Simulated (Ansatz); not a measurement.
Given:

Host crystal: wurtzite ZnO, with a band gap (PBE, scalar-relativistic without spin-orbit coupling).

End structure of Cu on the 1x1 (10-10) surface of wurtzite ZnO (cut with top plane O + Zn), one in a 2x1 cell, started at the site 'top Zn #2':

```yaml
crystal:
  lattice:
    - [6.55898, 0.00000, 0.00000]
    - [0.00000, 5.29379, 0.00000]
    - [0.00000, 0.00000, 28.50000]
  atoms:
    - { symbol: O, position: [0.25000, 0.37743, 0.33452] }
    - { symbol: O, position: [0.75000, 0.37743, 0.33452] }
    - { symbol: Zn, position: [0.25000, 0.03125, 0.34633] }
    - { symbol: Zn, position: [0.75000, 0.03125, 0.34633] }
    - { symbol: O, position: [0.00000, 0.87215, 0.36753] }
    - { symbol: O, position: [0.50000, 0.87215, 0.36753] }
    - { symbol: Zn, position: [0.00000, 0.49479, 0.36289] }
    - { symbol: Zn, position: [0.50000, 0.49479, 0.36289] }
    - { symbol: O, position: [0.00000, 0.37176, 0.43285] }
    - { symbol: O, position: [0.50000, 0.37176, 0.43285] }
    - { symbol: Zn, position: [0.00000, 0.99599, 0.43628] }
    - { symbol: Zn, position: [0.50000, 0.99599, 0.43628] }
    - { symbol: O, position: [0.25000, 0.87015, 0.46746] }
    - { symbol: O, position: [0.75000, 0.87015, 0.46746] }
    - { symbol: Zn, position: [0.25000, 0.49048, 0.46515] }
    - { symbol: Zn, position: [0.75000, 0.49048, 0.46515] }
    - { symbol: O, position: [0.24576, 0.37163, 0.53306] }
    - { symbol: O, position: [0.75424, 0.37163, 0.53306] }
    - { symbol: Zn, position: [0.24359, 0.99270, 0.53386] }
    - { symbol: Zn, position: [0.75641, 0.99270, 0.53386] }
    - { symbol: O, position: [0.00000, 0.87536, 0.57084] }
    - { symbol: O, position: [0.50000, 0.87162, 0.56496] }
    - { symbol: Zn, position: [0.00000, 0.49716, 0.56617] }
    - { symbol: Zn, position: [0.50000, 0.49506, 0.56218] }
    - { symbol: O, position: [0.00000, 0.37581, 0.63616] }
    - { symbol: O, position: [0.50000, 0.37459, 0.63042] }
    - { symbol: Zn, position: [0.00000, 0.99662, 0.63955] }
    - { symbol: Zn, position: [0.50000, 0.00296, 0.62927] }
    - { symbol: O, position: [0.25911, 0.88113, 0.66947] }
    - { symbol: O, position: [0.74089, 0.88113, 0.66947] }
    - { symbol: Zn, position: [0.25439, 0.51695, 0.65948] }
    - { symbol: Zn, position: [0.74561, 0.51695, 0.65948] }
    - { symbol: Cu, position: [0.50000, 0.80631, 0.71130] }
```

Slab: 33 atoms, 9.4 Å thick at the start under the adsorbate (thin: gaps and levels are the slab's own); k 3x4x1, smearing 0.01 eV, dipole-corrected; 16 atoms held, the rest relaxed; start symmetry kept, larger cells not searched; spin-polarised, no spin-orbit, no U, no dispersion correction. The slab shows no gap over 0.04 eV on its mesh. The starting moment vanished. At the end it is bonded to 2 O + 3 Zn. In PBE it is, or lies within 0.03 eV of, the lowest of the starts that converged.

A negative adsorption energy means that the adsorbate is more stable on the surface than in its reference.

Task: Give the adsorption energy against an atom of fcc Cu at the level PBE (Ansatz, a quantum-chemistry and plane-wave program).

Result: 2.03 eV

Task: Predict the change of the step from the bottom to the top vacuum level, against the clean slab from PBE.

Result: -1.01 eV
